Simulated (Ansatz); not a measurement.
Response to strain in InAgTe2

Start from InAgTe₂ in the chalcopyrite structure (space group I-42d, No. 122; a = 6.354 Å, c = 12.637 Å). Axes: x, y, z lie along a, b, c of the conventional cell.

Strains are applied to the cell and any free atomic positions relax.

Calculations: LDA/PAW in Ansatz (a quantum-chemistry and plane-wave program), without spin-orbit coupling.

Notes on the quantities. energy relative to the base: free energy F; pressure: mean of the normal stresses, compression positive.

| variant | band gap | volume per atom | energy relative to the base | pressure |
|---|---|---|---|---|
| base | zero | 31.88 Å³ | 0 meV/atom | 0.0 GPa |
| uniaxial strain ε_zz = −3.00 % | 0.07 eV | 30.93 Å³ | +5.7 meV/atom | 1.6 GPa |
| uniaxial strain ε_zz = −2.25 % | 0.06 eV | 31.17 Å³ | +3.2 meV/atom | 1.2 GPa |
| uniaxial strain ε_zz = −1.50 % | 0.05 eV | 31.41 Å³ | +1.4 meV/atom | 0.8 GPa |
| uniaxial strain ε_zz = −0.75 % | zero | 31.64 Å³ | +0.3 meV/atom | 0.4 GPa |

Spin-orbit coupling, missing from the scalar runs, can matter with Te. No phonon test of stability was made. The final runs are not spin-polarised. Gaps under 0.05 eV, about the width of the smearing, are given as zero. The zero or small gap of InAgTe2 can change with the level of theory.
